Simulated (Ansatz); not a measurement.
Output of an Ansatz run (abridged):

```
WARN ansatz: RAYON_NUM_THREADS=1 ignored (pool sized by the plan → 1); use --threads N
Pseudopotentials: kind: paw
Pseudopotential: Ti, paw, valence charge 12
Pseudopotential: Ta, paw, valence charge 13
Crystal: 2 atoms, lattice volume = 34.621 Å³
Basis set: ecut = 420.4159175005146 eV, 665 PW (Γ)
Bands: 17, of which v1, the nominal top of the filled ones, is band 13 counted from 1 (12 counted from 0)
Symmetry: 8 space group operations
Space group: Cmmm (ITA 65), of the structure as read, at distance tolerance 3.3e-5 Å
k-points: 172 of 1008
PAW frozen core: Ti, regenerated for the run's functional, and the local potential with it
PAW frozen core: Ta, regenerated for the run's functional, and the local potential with it
Initial density: superposition of atomic densities (neutral atoms: chi_scale 0, normalization atom), corrected by the library's trained network
Initial wavefunctions: pseudopotential atomic-orbital guess
Eigensolver: davidson
Functional: x = slater, c = lda
SCF iter   1: F=—  HF=-12132.841838 eV  |F-HF|=—  |Δ(HF+E_count)|=         —  Δρ=8.54e-3  dr2=4.98e-2  ethr=1.77e-3  ⟨swp⟩=4.7  Hψ=12305  notcnv=0
all-band conjugate gradients solve this SCF's bands
preconditioner: auto → none
SCF iter   2: F=—  HF=-12132.841115 eV  |F-HF|=—  |Δ(HF+E_count)|=   7.23e-4  Δρ=6.85e-3  dr2=3.69e-2  ethr=1.99e-4  ⟨swp⟩=1.0  Hψ=4300  notcnv=0
SCF iter   3: F=—  HF=-12132.838196 eV  |F-HF|=—  |Δ(HF+E_count)|=   2.92e-3  Δρ=1.34e-3  dr2=5.28e-4  ethr=1.48e-4  ⟨swp⟩=1.2  Hψ=2960  notcnv=0
SCF iter   4: F=—  HF=-12132.838140 eV  |F-HF|=—  |Δ(HF+E_count)|=   5.64e-5  Δρ=2.66e-4  dr2=2.40e-5  ethr=2.11e-6  ⟨swp⟩=2.5  Hψ=4329  notcnv=0
SCF iter   5: F=—  HF=-12132.838133 eV  |F-HF|=—  |Δ(HF+E_count)|=   6.64e-6  Δρ=9.67e-5  dr2=9.34e-6  ethr=9.62e-8  ⟨swp⟩=2.0  Hψ=4809  notcnv=0
SCF iter   6: F=—  HF=-12132.838132 eV  |F-HF|=—  |Δ(HF+E_count)|=   1.18e-6  Δρ=1.64e-5  dr2=2.43e-7  ethr=3.73e-8  ⟨swp⟩=1.1  Hψ=2947  notcnv=0
SCF iter   7: F=-12132.838132 eV  HF=-12132.838132 eV  |F-HF|=4.55e-11  |Δ(HF+E_count)|=   2.74e-8  Δρ=3.89e-6  dr2=1.26e-9  ethr=4.00e-10  ⟨swp⟩=4.1  Hψ=9038  notcnv=0
SCF 1 converged in 7 iterations: F = -12132.838132 eV  dr2 = 1.26e-9
SCF converged after 7 iterations
Free energy (F): -12132.838132 eV
Harris-Foulkes:  -12132.838132 eV  (|F-HF|=4.55e-11)
Internal energy: -12132.725962 eV  (E = F + TS)
E sigma→0 (E₀):  -12132.782047 eV
Entropy (-TS):   -0.112170 eV (-56.085 meV/atom)
Fermi energy:    16.012876 eV
--- Per-component energies (eV) ---
  E_band       = -256.534134
  E_kinetic    = 639.598197
  E_local      = -1347.700542  (includes V_loc(G=0)·N_el)
  E_nonlocal   = 33.069720
  E_hartree    = 517.067951
  E_xc         = -313.556284
  E_vxc        = -325.807064  (∫ρ·V_xc dr)
  E_paw        = -9148.008855  (= ΣΔE_a)
  E_vpaw       = -289.830214  (= ΣTr[D̂ρ^β])
  E_aug_tail   = 0.000252  (compensation charges beyond the density's cutoff)
  E_ewald      = -2513.781256
  E_core_change = 0.584853  (= ΣΔE_core)
  E_smearing   = -0.112170  (= −TS)
  E_closure    = 0.000000  (closes the sum)
  Σ components = -12132.838132   (vs F -12132.838132, Δ=0.00e0)
--- Forces (eV/Å), atoms counted from 1 ---
  atom   1  Ti    -0.00000000     0.00000000     0.00000000
  atom   2  Ta     0.00000000     0.00000000     0.00000000
  max |Σ_I F_I| component: 1.26e-29 eV/Å
--- Stress (GPa, compression-positive) ---
       -7.067247       0.000000       0.000000
        0.000000      -6.357157       0.000000
        0.000000       0.000000      -7.793159
  P = ⅓ Tr σ = -7.0725 GPa (-70.725 kbar)
  The stress holds the Pulay correction. Without it, at fixed plane waves, as pw.x and ABINIT print it: P = -7.1116 GPa
--- Band table (eV; the first three rows and the last of 172) ---
  k-point 0: bands = ["-51.0093", "-39.7857", "-17.7768", "-17.1472", "-16.8975", "-16.1875", "-16.0944", "-16.0281", "8.9300", "12.5259", "14.8596", "16.7704", "16.8280", "16.9991", "17.3719", "18.7883", "18.9003"]
  k-point 1: bands = ["-51.0093", "-39.7859", "-17.7527", "-17.1439", "-16.8974", "-16.2171", "-16.0984", "-16.0281", "9.1064", "12.5195", "14.9214", "16.6771", "16.7722", "16.9657", "17.1607", "18.7483", "18.8943"]
  k-point 2: bands = ["-51.0093", "-39.7864", "-17.6947", "-17.1364", "-16.8974", "-16.2871", "-16.1075", "-16.0281", "9.5818", "12.4125", "15.0885", "16.2097", "16.4406", "16.6441", "17.6226", "18.6054", "18.8811"]
  k-point 171: bands = ["-50.8795", "-39.6571", "-18.0879", "-17.6254", "-17.4183", "-16.6535", "-16.3744", "-16.2299", "12.7763", "13.8486", "14.3419", "15.2508", "16.6582", "17.7527", "17.7745", "18.2267", "20.2037"]
```

The structure:

```
CELL_PARAMETERS angstrom
      1.62471    -2.28601     0.00000
      1.62471     2.28601     0.00000
      0.00000     0.00000     4.66071
ATOMIC_POSITIONS crystal
  Ti 0.50000 0.50000 0.50000
  Ta 0.00000 0.00000 0.00000
```

Q: Write an input that gives this output.

A: Other spellings and defaults could give the same log, and not every line can be read from it. The input that was run (DFT, LDA (PW92), plane waves, default PAW files made with PBE):

Ansatz 0.2 input:
```yaml
# TaTi
crystal:
  lattice:
    - [1.624711, -2.286008, 0.000000]
    - [1.624711, 2.286008, 0.000000]
    - [0.000000, 0.000000, 4.660709]
  atoms:
    - { symbol: Ti, position_ang: [1.624711, 0.000000, 2.330354] }
    - { symbol: Ta, position_ang: [0.000000, 0.000000, 0.000000] }
basis:
  ecutwfc: 30.9 Ry
kpoints:
  mp_grid:
    grid: [12, 12, 7]
hamiltonian:
  xc: lda
  pseudopotentials:
    kind: paw
scf:
  occupations:
    method: fermi_dirac
    width: 0.0073 Ry
output:
  forces: true
  eigenvalues: true
  stress: true
```

The starting cell comes from a database of computed structures (which also holds hypothetical and non-ambient phases and stackings), without a prior relaxation at this level. Its lattice was rescaled by up to half a per cent. Spin-orbit coupling is off. Spin polarisation is off. With a pressure of about -7 GPa the cell is away from its equilibrium volume at this level. Ansatz's pressure includes its estimate of the finite-basis (Pulay) stress.

Ansatz is a quantum-chemistry and plane-wave program.
